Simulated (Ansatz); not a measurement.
**B13C2: response to strain**

Take B13C2 (space group R-3m, No. 166; a cell from a computed database, its experimental status unchecked) as the base.

```
CELL_PARAMETERS angstrom
      2.81730     1.62657     4.01892
     -2.81730     1.62657     4.01892
      0.00000    -3.25314     4.01892
ATOMIC_POSITIONS crystal
  B  0.50000 0.50000 0.50000
  B  0.80343 0.31843 0.80343
  B  0.19657 0.68157 0.19657
  B  0.80343 0.80343 0.31843
  B  0.19657 0.19657 0.68157
  B  0.31843 0.80343 0.80343
  B  0.68157 0.19657 0.19657
  B  0.00797 0.32395 0.00797
  B  0.99203 0.67605 0.99203
  B  0.00797 0.00797 0.32395
  B  0.99203 0.99203 0.67605
  B  0.32395 0.00797 0.00797
  B  0.67605 0.99203 0.99203
  C  0.61969 0.61969 0.61969
  C  0.38031 0.38031 0.38031
```

Cartesian axes are those of the cell as printed.

Strains are applied to the cell and any free atomic positions relax; under biaxial strain the out-of-plane vector relaxes too.

The values are results of Kohn–Sham DFT with the PBEsol functional, run in Ansatz (a first-principles code) with PAW and 420 eV plane waves, spin-orbit coupling left out, not measurements.

Notes on the quantities. pressure: mean of the normal stresses, compression positive; energy relative to the base: free energy F.

```csv
variant,volume per atom,pressure,energy relative to the base
base,7.37 Å³,0.0 GPa,0 meV/atom
"biaxial strain +1.04 %, plane normal [001], relaxed out of plane",7.49 Å³,-4.2 GPa,+3.0 meV/atom
isotropic strain +0.54 %,7.49 Å³,-3.6 GPa,+1.4 meV/atom
uniaxial strain ε_xx = +0.93 %,7.44 Å³,?,?
uniaxial strain ε_yy = +3.13 %,7.60 Å³,-7.1 GPa,+11 meV/atom
```

Task: Fill in the withheld entries from the trend.

Result: 
- uniaxial strain ε_xx = +0.93 %, pressure: -2.2 GPa
- uniaxial strain ε_xx = +0.93 %, energy relative to the base: +1.0 meV/atom

Without a gap, meshes like the base's 8×8×8 leave anisotropic stresses uncertain by several tenths of a GPa, and small strain energies with them. Whether these cells are dynamically stable was not tested. All final runs are without spin polarisation. An odd electron count without spin: B13C2.
